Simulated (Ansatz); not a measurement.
S on the 1x1 (101) surface of anatase TiO2 (cut with top plane O), one in a 2x1 cell, started at the site 'over Ti at depth 1.4 Å'

Host crystal: anatase TiO2, with a band gap (PBE, scalar-relativistic without spin-orbit coupling).

Method: PBE (plane waves to 420 eV, PAW; Ansatz, an electronic-structure program).

Model: 37-atom slab, 9.4 Å thick at the start under the adsorbate (thin: gaps and levels are the slab's own), 3x4x1 mesh, Fermi-Dirac 0.01 eV, dipole correction, 14 atoms held, the rest relaxed; no symmetry held; spin-polarised, no spin-orbit, no U, no dispersion correction. The starting moment vanished. At the end it is bonded to O + Ti. In PBE it is, or lies within 0.03 eV of, the lowest of the starts that converged.

```json
{
 "energy of the end state, in which the adsorbate paired with a surface O atom, against ⅛ S8(g)": "1.53 eV",
 "gap_of_the_slab_on_its_k_mesh": "1.38 eV",
 "highest_filled_level_below_the_top_vacuum_level": "6.03 eV",
 "change_of_the_step_from_the_bottom_to_the_top_vacuum_level_against_the_clean_slab": "-0.32 eV",
 "energy_released_by_relaxation": "0.93 eV",
 "height of the binding atom over the mean of the host atoms within 0.3 Å of the top one": "1.077 Å",
 "magnetic_moment_of_the_cell": "0.00 μB",
 "largest_move_of_a_host_atom": "0.46 Å",
 "cost": "around 90 core-minutes (rough)"
}
```

A negative adsorption energy means that the adsorbate is more stable on the surface than in its reference.
